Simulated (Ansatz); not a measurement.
**What uniaxial stress, 2 GPa compression along z does to Rh**

The reference is Rh in the fcc (Cu type) structure (space group Fm-3m, No. 225; a = 3.800 Å). Axes: x, y, z lie along the cube axes.

One thing is altered: uniaxial stress, 2 GPa compression along z, with the cell and atoms free to relax against it.

Computed with Ansatz (a first-principles code) r2SCAN, no spin-orbit coupling. Γ-centred 21×21×21 mesh, Fermi–Dirac width 0.05 eV.

```csv
quantity,base,changed,shift
volume per atom,13.72 Å³,13.69 Å³,-0.03 Å³
space group,Fm-3m (No. 225),I4/mmm (No. 139),–
energy relative to the base (free energy F),0 meV/atom,+0.5 meV/atom,+0.5 meV/atom
band gap,zero,zero,–
"strain response (xx, yy, zz) (rough)",–,"(+0.19, +0.19, −0.60) %",–
```

Without a gap, meshes like the base's 21×21×21 leave anisotropic stresses uncertain by several tenths of a GPa, and small strain energies with them. Stability under load was not tested beyond the relaxation. All final runs are without spin polarisation.
